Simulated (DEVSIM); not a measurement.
## Si p-i-n diode

Device: Si p-i-n diode, at 300 K.

```csv
layer (left to right),material,thickness (μm),Nd (cm⁻³),Na (cm⁻³),τn (s),τp (s)
1,Si,1.10,-,1.5e17,5.1e-5,5.1e-5
2,Si,0.910,2.2e11,-,5.1e-5,5.1e-5
3,Si,0.520,3.6e17,-,5.1e-5,5.1e-5
```

Left contact: ohmic. Right contact: ohmic. Voltage is applied to the left contact. Recombination: SRH at mid-gap, radiative, Auger. Mobility is μmin + (μ − μmin)/(1 + (N/Nref)^α).

Constants are typed, rounded textbook-type inputs, not results; the design itself was drawn at random and stands for no fabricated device. Values at 300 K.

```csv
parameter,Si
gap (eV),1.124
affinity (eV),4.05
permittivity,11.7
Nc (cm⁻³),2.86e19
Nv (cm⁻³),3.1e19
μn (cm²/Vs),1417
μp (cm²/Vs),470
"μn,min",52
"μp,min",45
"Nref,n",9.7e16
"Nref,p",2.2e17
αn,0.68
αp,0.72
B (cm³/s),4.7e-15
Cn (cm⁶/s),2.8e-31
Cp (cm⁶/s),9.9e-32
```

Model (solved in DEVSIM): 1D drift-diffusion, Boltzmann statistics, complete ionisation; no tunnelling, impact ionisation, image-force lowering or self-heating.

- Potential step across the device at zero bias = 0.873 V
- Dark forward voltage at 1 A/cm² = 0.632 V
- Dark forward voltage at 100 A/cm² = 0.753 V

Dark reverse current:

```csv
V (V),J (A/cm²)
-0.04,-1.5e-10
-0.10,-2.7e-10
-0.20,-4.0e-10
-0.30,-5.1e-10
-0.40,-6.0e-10
-0.60,-7.4e-10
-0.80,-8.4e-10
-1.00,-9.2e-10
-1.30,-1.0e-9
-1.60,-1.1e-9
-2.00,-1.2e-9
```

Dark forward current:

| V (V) | J (A/cm²) |
|---|---|
| 0.05 | 4.8e-10 |
| 0.10 | 2.4e-9 |
| 0.15 | 1.2e-8 |
| 0.25 | 4.2e-7 |
| 0.30 | 2.8e-6 |
| 0.35 | 1.9e-5 |
| 0.40 | 0.00013 |
| 0.50 | 0.0061 |
| 0.55 | 0.042 |
| 0.60 | 0.29 |
| 0.65 | 2.0 |
| 0.75 | 90 |
| 0.80 | 530 |
| 0.85 | 2300 |
